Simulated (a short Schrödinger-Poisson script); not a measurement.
Structure: MOS inversion layer, SiO2 on p-type Si(100), at 400 K.

From the gate side: 1.6 nm SiO2; 1700 nm Si, acceptors 1.6e16 cm⁻³.

The device is made up for the run: typed textbook-type constants, with dimensions and the other settings drawn at random. SiO2: permittivity 3.9, conduction-band edge (eV) 3.15, gap (eV) 9, electron mass (mₑ) 0.5. Si: permittivity 11.7, conduction-band edge (eV) 0, gap (eV) 1.124, Nv at 300 K (cm⁻³) 3.1e19.

Channel valleys (confinement mass, in-plane density-of-states mass, number): Δ2 0.916, 0.19, 2; Δ4 0.19, 0.417, 4. At the gate the conduction-band edge of layer 1 lies 3.32 eV − eVg above the Fermi level of the channel; the field vanishes at the back. Gaps are held at their typed values at every temperature. Mesh 0.03 nm at interfaces.

From a short Schrödinger-Poisson script (our own, NumPy): 1D Poisson equation in equilibrium, electrons quantum, Hartree (BenDaniel-Duke, 12 states a valley, the channel's in-plane mass for all, wave functions free to enter the dielectric), parabolic valleys, classical holes, full ionisation, no traps, pinning or gate leakage.

| Vg (V) | electrons (cm⁻²) | C (μF/cm²) | Δ2 E0 (meV from the Fermi level) | Δ4 E0 (meV from the Fermi level) |
|---|---|---|---|---|
| -0.05 | 1.71e10 | 0.114 | 271.4 | 286.7 |
| 0 | 5.75e10 | 0.244 | 227.4 | 243.8 |
| 0.05 | 1.57e11 | 0.467 | 189.6 | 207.8 |
| 0.1 | 3.34e11 | 0.704 | 159.5 | 180.2 |
| 0.15 | 5.82e11 | 0.900 | 135.9 | 159.7 |
| 0.2 | 8.85e11 | 1.05 | 117.1 | 144.1 |
| 0.25 | 1.23e12 | 1.17 | 101.7 | 131.9 |
| 0.3 | 1.61e12 | 1.26 | 88.8 | 122.1 |
| 0.35 | 2.02e12 | 1.34 | 77.8 | 113.9 |
| 0.4 | 2.44e12 | 1.40 | 68.1 | 107.1 |
| 0.45 | 2.89e12 | 1.45 | 59.6 | 101.2 |
| 0.5 | 3.34e12 | 1.49 | 51.9 | 96.0 |
| 0.55 | 3.81e12 | 1.53 | 45.0 | 91.5 |
| 0.6 | 4.29e12 | 1.56 | 38.7 | 87.4 |
| 0.65 | 4.78e12 | 1.58 | 32.8 | 83.7 |
| 0.7 | 5.28e12 | 1.61 | 27.4 | 80.4 |
| 0.75 | 5.79e12 | 1.63 | 22.3 | 77.3 |
| 0.8 | 6.30e12 | 1.64 | 17.5 | 74.4 |
| 0.85 | 6.81e12 | 1.66 | 13.0 | 71.8 |
| 0.9 | 7.33e12 | 1.68 | 8.7 | 69.3 |
| 0.95 | 7.86e12 | 1.69 | 4.6 | 66.9 |

Problem. At Vg = 0.95 V the lowest Δ2 subband lies at 4.6 meV from the Fermi level. How many electrons does it hold, and what share of all?

Solution. The two-dimensional density of states is g m/(πħ²) = 1.59e11 cm⁻² meV⁻¹ (both spins), kT = 34.5 meV, so n = D kT ln(1 + exp(−E/kT)) = 3.44e12 cm⁻², 0.44 of the 7.86e12 cm⁻² in all.

Problem. Compare the slope of the sheet density between 0.85 and 0.95 V with the geometric capacitance of the layers between gate and channel.

Solution. q Δn/ΔV = 1.68 μF/cm²; ε0/Σ(t/ε) = 2.16 μF/cm². The ratio is 0.78: the channel acts as a further capacitance in series.
